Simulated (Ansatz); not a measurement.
# A computed series for hypothetical CsCl type SiGe: response to strain

Take SiGe in the CsCl type structure (space group Pm-3m, No. 221; a = 3.245 Å; a hypothetical phase, not in the database extracts checked; relaxed with 0.1 eV smearing) as the base.

Strains are applied to the cell and any free atomic positions relax.

Method: Ansatz (a program for electronic structure) PBE, no spin-orbit coupling.

| isotropic strain (%) | pressure (GPa) |
|---|---|
| -1.71 | 4.3 |
| -0.94 | 2.2 |
| 0 | 0.0 |
| 1.79 | ? |
| 3.4 | -5.8 |
| 5.61 | -8.2 |

Question: Fit P = P₀ − Bδ + Cδ² with δ = (1 + ε)³ − 1 to the rows shown and predict the withheld row.

Answer: Least squares on the printed values gives P₀ = 0.1 GPa, B = 73.0 GPa, C = 149 GPa (largest residual 0.1 GPa); this predicts -3.4 GPa, and the run gives -3.5 GPa, in agreement.

Stability against distortions was not tested. The final runs are not spin-polarised.
